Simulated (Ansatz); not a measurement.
Crystal: ZrP2(HO3)2 (P-3, not sure to be the ambient phase, 11 atoms a cell, 12.7 Å³ an atom); planes in its conventional cell.

These are PBEsol (plane waves, PAW; Ansatz, a first-principles code) values and carry that method's errors.

The gap is the functional's own. No spin-orbit coupling. Mid-gap values are interpolated on the energy grid.

```
plane  area of the cell (Å²)  mid-gap κ (1/Å)  largest κ in the gap (1/Å)
-----  ---------------------  ---------------  --------------------------
(111)                   57.6             0.43                        0.43
(110)                   51.7              [?]                         [?]
```

Task: The slowest decay depends on the direction. Supply the withheld values.

Result: 
- (110), mid-gap κ (1/Å): 0.40
- (110), largest κ in the gap (1/Å): 0.40
